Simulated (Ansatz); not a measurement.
# Response to strain in SnSe2

Take SnSe2 in the CdI2 type structure (space group P-3m1, No. 164; a = 3.840 Å, c = 6.007 Å; layered, stacked along the Cartesian z axis) as the base. Axes: x lies along a and z along c of the hexagonal cell.

Strains are applied to the cell and any free atomic positions relax.

Calculations: plane-wave PAW DFT at the PBE-D3(BJ) level (Ansatz, an electronic-structure program, 420 eV), no spin-orbit coupling.

Notes on the quantities. energy relative to the base: free energy F.

| uniaxial strain ε_zz (%) | energy relative to the base (meV/atom) |
|---|---|
| 0 | 0.0 |
| 0.5 | 0.1 |
| 1 | ? |
| 1.5 | 0.5 |
| 2 | 0.9 |
| 2.5 | 1.4 |
| 3 | 1.9 |

Problem. Fit ΔE = Aε² + Bε³ (ε in %) to the rows shown and predict the withheld row.

Solution. Least squares on the printed values gives A = 0.255 and B = -0.014 meV/atom (largest residual 0.0 meV/atom); this predicts 0.2 meV/atom, and the run gives 0.2 meV/atom, in agreement.

No phonon test of stability was made.
